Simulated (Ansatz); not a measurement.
We consider 2HA TaS2 (model structure), described by LDA (Ansatz, a first-principles code, PAW).

Rigid layers of the crystal as relaxed at this level are moved apart or together:

```
run   k mesh  layer repeat (Å)  energy against free layers (meV/Å²)  gap on the mesh (eV)
---  -------  ----------------  -----------------------------------  --------------------
1    12×12×4              5.75                               -17.81                 0.000
2    12×12×4               5.9                               -17.40                 0.000
3    12×12×4              6.05                               -16.17                 0.000
4    12×12×4              6.25                               -13.79                 0.000
5    12×12×4              6.55                                -9.94                 0.000
6    12×12×4              7.05                                -4.97                 0.000
7    12×12×2              8.05                                -0.91                 0.000
8    12×12×2             10.05                                -0.02                 0.000
```

The lowest energy of these points lies at a layer repeat of 5.75 Å.

Spin–orbit coupling is not included.

A model structure was made by putting elements into a prototype or built by hand; it is no filed structure, need not be a known phase, and can be a saddle point held by its symmetry.
